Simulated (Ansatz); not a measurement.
Ansatz (a first-principles code) run on a (001) slab of Au (cut from a parent of space group no. 225; 4 atoms in the cell): self-consistent single point.

Level of theory: PBEsol, default PAW files made with PBE (plane waves; Ansatz).

The change in words: vacuum of 3 angstrom (first run: 14 Å). Reference geometry:
```yaml
crystal:
  lattice:
    - [2.87634, 0.00000, 0.00000]
    - [-2.87634, 2.87634, 0.00000]
    - [0.00000, 0.00000, 20.10160]
  atoms:
    - { symbol: Au, position: [0.00000, 0.00000, 0.44941] }
    - { symbol: Au, position: [0.00000, 0.50000, 0.34823] }
    - { symbol: Au, position: [0.00000, 0.00000, 0.65177] }
    - { symbol: Au, position: [0.00000, 0.50000, 0.55059] }
```

Reference input (self-consistent single point, DFT, PBEsol, plane waves, default PAW files made with PBE): basis.ecutwfc = 420 eV; kpoints.mp_grid.grid = 15 15 1; hamiltonian.xc = pbesol; hamiltonian.pseudopotentials = {kind: paw} (the program's default PAW files); scf.occupations.method = fermi_dirac; scf.occupations.width = 0.1 eV. This run's input differs from it in these lines:

Ansatz 0.2 input:
```diff
@@ -5,8 +5,8 @@
     - [-2.876341, 2.876341, 0.000000]
-    - [0.000000, 0.000000, 20.101599]
+    - [0.000000, 0.000000, 9.101599]
   atoms:
-    - { symbol: Au, position: [0.000000, 0.000000, 0.449407] }
-    - { symbol: Au, position: [0.000000, 0.500000, 0.348231] }
-    - { symbol: Au, position: [0.000000, 0.000000, 0.651769] }
-    - { symbol: Au, position: [0.000000, 0.500000, 0.550588] }
+    - { symbol: Au, position: [0.000000, 0.000000, 0.388261] }
+    - { symbol: Au, position: [1.000000, 0.500000, 0.164806] }
+    - { symbol: Au, position: [0.000000, 0.000000, 0.835194] }
+    - { symbol: Au, position: [1.000000, 0.500000, 0.611728] }
 basis:
```

Output (repeated stretches shortened):

```
SCF iter   1: F=—  HF=-52027.856432 eV  |F-HF|=—  |Δ(HF+E_count)|=         —  Δρ=7.37e-3  dr2=1.17e-1  ethr=1.77e-3  ⟨swp⟩=5.9  Hψ=5538  notcnv=0  defer=31
all-band conjugate gradients solve this SCF's bands
preconditioner: auto → Kerker (q_TF=auto, 2.733 Å⁻¹)
SCF iter   2: F=—  HF=-52027.845661 eV  |F-HF|=—  |Δ(HF+E_count)|=   1.08e-2  Δρ=3.25e-3  dr2=4.09e-2  ethr=1.54e-4  ⟨swp⟩=1.0  Hψ=1944  notcnv=0  defer=42
   [... lines left out ...]
SCF iter   5: F=—  HF=-52027.840149 eV  |F-HF|=—  |Δ(HF+E_count)|=   5.25e-5  Δρ=1.97e-4  dr2=6.36e-5  ethr=7.79e-7  ⟨swp⟩=2.4  Hψ=2330  notcnv=0  defer=42
SCF iter   6: F=—  HF=-52027.840138 eV  |F-HF|=—  |Δ(HF+E_count)|=   1.07e-5  Δρ=5.44e-5  dr2=3.10e-6  ethr=8.36e-8  ⟨swp⟩=1.8  Hψ=2147  notcnv=0  defer=43
SCF iter   7: F=—  HF=-52027.840138 eV  |F-HF|=—  |Δ(HF+E_count)|=   2.53e-8  Δρ=1.77e-5  dr2=3.14e-7  ethr=4.08e-9  ⟨swp⟩=2.0  Hψ=2160  notcnv=0  defer=43
SCF iter   8: F=-52027.840138 eV  HF=-52027.840138 eV  |F-HF|=1.25e-8  |Δ(HF+E_count)|=   4.57e-8  Δρ=4.36e-6  dr2=2.13e-8  ethr=1.32e-10  ⟨swp⟩=9.7  Hψ=6917  notcnv=0
SCF 1 converged in 8 iterations: F = -52027.840138 eV  dr2 = 2.13e-8
Free energy (F): -52027.840138 eV
Internal energy: -52027.803245 eV  (E = F + TS)
E sigma→0 (E₀):  -52027.821692 eV
Entropy (-TS):   -0.036893 eV (-9.223 meV/atom)
Fermi energy:    17.675982 eV
--- Forces (eV/Å), atoms counted from 1 ---
  atom   1  Au     0.00000000     0.00000000    -0.10062791
  atom   2  Au     0.00000000     0.00000000    -0.61514416
  atom   3  Au     0.00000000     0.00000000     0.61514416
  atom   4  Au     0.00000000     0.00000000     0.10062791
--- Stress (GPa, compression-positive) ---
       -5.188530       0.000000       0.000000
        0.000000      -5.188530       0.000000
        0.000000       0.000000      -5.050226
  P = ⅓ Tr σ = -5.1424 GPa (-51.424 kbar)
  The stress holds the Pulay correction. Without it, at fixed plane waves, as pw.x and ABINIT print it: P = -5.1836 GPa
```

The run converged in 8 iterations. Against the reference run the free energy goes down by 165 meV/atom and the largest force goes from 0.132 to 0.615 eV/Å.

The starting cell has typed, rounded lattice constants, without a prior relaxation at this level. The slab is cut from that crystal, and its faces are unrelaxed. Its lattice was rescaled by up to half a per cent.
